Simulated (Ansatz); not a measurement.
Consider interstitial C in monoclinic HfO2, neutral cell. Level of theory: PBE, PAW (plane waves to 420 eV; Ansatz, a first-principles code).

Cell of 96 host sites held at the relaxed PBE lattice; the Γ point alone; Fermi-Dirac width 0.01 eV, spin-restricted; finite-size errors left in. No zero-point or tunnelling terms. Spin-orbit coupling is left out. The charge state is imposed; whether it is stable for some Fermi level was not computed. Sites that were not tried may lie lower.

Barriers: single points on a 2×2×2 k-point mesh shifted by half a step at the bands' geometries.

The step: a concerted move, in which C travels most; the atom moves 3.01 Å along (-0.18, 0.50, 0.19) of the unit cell; the moving atom starts with neighbours O at 1.35 Å and ends with O at 1.35 Å.

Task: Estimate the migration barrier of this step that PBE, PAW returns for this input.

Result: 1.55 eV, the same both ways. At the saddle the moving atom has neighbours Hf at 2.17; O at 1.27 Å. The saddle point's order was not checked.
